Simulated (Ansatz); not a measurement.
# bcc Mo (1 1 1) on zinc-blende GaAs (1 1 1) (film strained to the substrate, started from cuts of the bulks and a machine-learned relaxation)

A periodic stack without vacuum, bcc Mo (1 1 1) on zinc-blende GaAs (1 1 1) (film strained to the substrate, started from cuts of the bulks and a machine-learned relaxation): substrate slab As16Ga16, film Mo30, surface cells [[-2, 2], [-2, 0]] and [[-1, 2], [-2, 1]], film strained by +4.9 and +4.9 %, outermost planes As/Ga and Mo/Mo as cut, which need not be the usual terminations and can put a slab off its formula.

The start was prepared with a machine-learned potential, and the result is one local minimum, with the in-plane cell held and forces under 0.04 eV/Å; the film can end far from its bulk form.

Calculation: PBE (plane waves to 420 eV, PAW; Ansatz, a program for electronic structure). Spin–orbit coupling is left out; the runs are not spin-polarised; PBE gaps are too small against experiment. Its k-point mesh 4×4×1, Fermi–Dirac width 0.05 eV.

interface area: 57.2 Å²
period: 21.84 Å
gaps between the outermost planes at the two interfaces: 0.74 and 0.73 Å
Ga–Mo contacts across the interfaces within 1.22 times the sum of covalent radii: 26, mean 2.92 Å
As–Mo contacts across the interfaces within 1.22 times the sum of covalent radii: 20, mean 2.77 Å

```
CELL_PARAMETERS angstrom
      8.12543    -0.00025     0.04981
      4.06258     7.03661     0.08112
      4.36455     3.41056    21.89155
ATOMIC_POSITIONS crystal
  As 0.89377 0.63810 0.01022
  As 0.33667 0.84147 0.01011
  As 0.70736 0.16509 0.00869
  As 0.35387 0.27467 0.02925
  As 0.50782 0.37204 0.15499
  As 0.98167 0.35175 0.17089
  As 0.49135 0.85617 0.16673
  As 0.97237 0.88153 0.15819
  As 0.10870 0.94718 0.32010
  As 0.60637 0.96959 0.31170
  As 0.12351 0.45228 0.30966
  As 0.59899 0.45150 0.31955
  As 0.74275 0.56012 0.43632
  As 0.19333 0.54095 0.48486
  As 0.73361 0.05491 0.47771
  As 0.24798 0.01937 0.47673
  Ga 0.85675 0.23420 0.10348
  Ga 0.32810 0.21189 0.14284
  Ga 0.83955 0.69864 0.12633
  Ga 0.31701 0.72747 0.12791
  Ga 0.45457 0.80353 0.28122
  Ga 0.95229 0.81029 0.27498
  Ga 0.46400 0.31670 0.26777
  Ga 0.94763 0.30207 0.28474
  Ga 0.10295 0.37306 0.42408
  Ga 0.54028 0.40693 0.43488
  Ga 0.07673 0.88886 0.43573
  Ga 0.58486 0.92012 0.42640
  Ga 0.71191 0.83845 0.57729
  Ga 0.06261 0.14677 0.57660
  Ga 0.75001 0.50974 0.54272
  Ga 0.37736 0.49192 0.57728
  Mo 0.02489 0.78883 0.64583
  Mo 0.68712 0.45209 0.65620
  Mo 0.35862 0.12448 0.64701
  Mo 0.70476 0.14755 0.61540
  Mo 0.37901 0.79735 0.61440
  Mo 0.03164 0.47550 0.61121
  Mo 0.66870 0.08030 0.72899
  Mo 0.33287 0.74983 0.72822
  Mo 0.99957 0.41457 0.73016
  Mo 0.33982 0.43198 0.69483
  Mo 0.01515 0.09830 0.69482
  Mo 0.68320 0.76263 0.69526
  Mo 0.30870 0.37443 0.81020
  Mo 0.97618 0.03979 0.81299
  Mo 0.63817 0.70875 0.81343
  Mo 0.98950 0.72931 0.76863
  Mo 0.65325 0.39151 0.77396
  Mo 0.32445 0.05935 0.76964
  Mo 0.94880 0.67002 0.88812
  Mo 0.62416 0.33294 0.89403
  Mo 0.27255 0.01137 0.89427
  Mo 0.62574 0.01973 0.85484
  Mo 0.30583 0.68252 0.85282
  Mo 0.96206 0.34439 0.85303
  Mo 0.58862 0.96655 0.96856
  Mo 0.26099 0.62370 0.96498
  Mo 0.91995 0.32288 0.97532
  Mo 0.25061 0.32520 0.92705
  Mo 0.95666 0.95142 0.93285
  Mo 0.62382 0.63499 0.93564
```
